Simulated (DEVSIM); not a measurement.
**illuminated Si n-on-p cell, one wavelength, with a back-surface field**

System: illuminated Si n-on-p cell, one wavelength, with a back-surface field, at 300 K.

```tsv
layer (left to right)	material	thickness (μm)	Nd (cm⁻³)	Na (cm⁻³)	τn (s)	τp (s)	absorption coefficient (cm⁻¹)
1	Si	0.180	2.6e18	-	1.5e-7	2.9e-7	9700
2	Si	31.0	-	2.9e17	2.2e-6	2.2e-6	9700
3	Si	1.80	-	9.6e18	2.2e-6	2.2e-6	9700
```

Left contact: ohmic, minority hole recombination velocity 40000 cm/s. Right contact: ohmic, minority electron recombination velocity 30000 cm/s. Voltage is applied to the left contact. Recombination: SRH at mid-gap, radiative, Auger. Light enters at the left, 3.5e17 photons cm⁻² s⁻¹, one pass, no reflection. Mobility is constant in doping.

The device is made up for the run: typed textbook-type constants, with dimensions and the other settings drawn at random. Values at 300 K.

| parameter | Si |
|---|---|
| gap (eV) | 1.124 |
| affinity (eV) | 4.05 |
| permittivity | 11.7 |
| Nc (cm⁻³) | 2.86e19 |
| Nv (cm⁻³) | 3.1e19 |
| μn (cm²/Vs) | 1417 |
| μp (cm²/Vs) | 470 |
| B (cm³/s) | 4.7e-15 |
| Cn (cm⁶/s) | 2.8e-31 |
| Cp (cm⁶/s) | 9.9e-32 |

Simulated with DEVSIM: 1D drift-diffusion, Boltzmann statistics, complete ionisation; no tunnelling, impact ionisation, image-force lowering or self-heating.

```
Property                                                   Value
---------------------------------------------------  -----------
Potential step across the device at zero bias            1.032 V
Dark forward voltage at 1 A/cm²                          0.738 V
Dark forward voltage at 100 A/cm²                        0.866 V
Short-circuit current                                55.6 mA/cm²
Open-circuit voltage                                     0.663 V
Fill factor                                                 0.84
Largest power                                        30.9 mW/cm²
Share of generated pairs collected at short circuit        0.991
```

Dark forward current:

(V (V), J (A/cm²)): (-0.15, -3.3e-9); (-0.20, -9.9e-9); (-0.25, -3.1e-8); (-0.30, -1.1e-7); (-0.35, -5.0e-7); (-0.40, -2.7e-6); (-0.45, -1.6e-5); (-0.50, -0.00011); (-0.55, -0.00072); (-0.60, -0.0049); (-0.65, -0.034); (-0.70, -0.23); (-0.75, -1.6); (-0.80, -11); (-0.85, -61); (-0.90, -280); (-0.95, -1100); (-1.00, -3700)

Current under light (generator sign):

```json
[
 {"V (V)": "0.00", "J (mA/cm²)": "55.6"},
 {"V (V)": "0.10", "J (mA/cm²)": "55.6"},
 {"V (V)": "0.20", "J (mA/cm²)": "55.6"},
 {"V (V)": "0.30", "J (mA/cm²)": "55.6"},
 {"V (V)": "0.40", "J (mA/cm²)": "55.6"},
 {"V (V)": "0.52", "J (mA/cm²)": "55.3"},
 {"V (V)": "0.54", "J (mA/cm²)": "55.1"},
 {"V (V)": "0.56", "J (mA/cm²)": "54.5"},
 {"V (V)": "0.58", "J (mA/cm²)": "53.3"},
 {"V (V)": "0.60", "J (mA/cm²)": "50.7"},
 {"V (V)": "0.62", "J (mA/cm²)": "45.0"},
 {"V (V)": "0.64", "J (mA/cm²)": "32.6"},
 {"V (V)": "0.66", "J (mA/cm²)": "5.90"},
 {"V (V)": "0.68", "J (mA/cm²)": "-52.0"}
]
```
